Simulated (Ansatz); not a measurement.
MgPd in the CsCl type structure (space group Pm-3m, No. 221)

Space group Pm-3m (No. 221); a = b = c = 3.1438 Å, α = β = γ = 90.00°

```
atom  site  symmetry       x       y       z
----  ----  --------  ------  ------  ------
Mg      1a      m-3m  0.0000  0.0000  0.0000
Pd      1b      m-3m  0.5000  0.5000  0.5000
```

Method: PBEsol (Ansatz, a program for electronic structure, PAW, no spin-orbit coupling). Γ-centred 15×15×15 mesh, Fermi–Dirac width 0.05 eV.

The volume per atom comes out as 15.54 Å³ and the density is 6.99 g/cm³. The band gap is zero and the total energy is -4410.047 eV/atom (σ→0; compares only within this code and set-up).

Stability against distortions was not tested. All final runs are without spin polarisation.
